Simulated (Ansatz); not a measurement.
A one-dimensional MgS body, 8 atoms a period, stretched and compressed along its axis from its relaxed period of 4.785 Å, atoms relaxed at each length.

```
CELL_PARAMETERS angstrom
     13.50000     0.00000     0.00000
      0.00000    13.50000     0.00000
      0.00000     0.00000     4.78539
ATOMIC_POSITIONS crystal
  Mg 0.41844 0.41844 0.00000
  S  0.39472 0.39472 0.50000
  S  0.39472 0.60528 0.00000
  Mg 0.41844 0.58156 0.50000
  S  0.60528 0.39472 0.00000
  Mg 0.58156 0.41844 0.50000
  Mg 0.58156 0.58156 0.00000
  S  0.60528 0.60528 0.50000
```

Level of theory: PBE (plane waves to 420 eV, PAW; Ansatz, a quantum-chemistry and plane-wave program). Mesh 1×1×62. No spin polarisation. Periodic along z alone, with about 11 Å of vacuum beside it. A hypothetical model. Only distortions within the start's symmetry and period were free. On relaxing, bonds broke or formed, so the name tells the start alone. Buckling under compression is shut out by symmetry and the short period. Energies are free energies at a Fermi–Dirac width of 0.02 eV, from the unstrained cell.

```tsv
strain (%)	energy (meV a period)	axial force (nN)	PBE gap (eV)
-3.0	(withheld)	(withheld)	(withheld)
-1.5	+22	-1.03	3.34
0.0	0	-0.01	3.26
+1.5	+19	+0.86	3.18
+3.0	(withheld)	(withheld)	(withheld)
```

Task: What belongs in the gaps?

Result: 
- -3.0, energy (meV a period): +92
- -3.0, axial force (nN): -2.12
- -3.0, PBE gap (eV): 3.41
- +3.0, energy (meV a period): +75
- +3.0, axial force (nN): +1.61
- +3.0, PBE gap (eV): 3.12
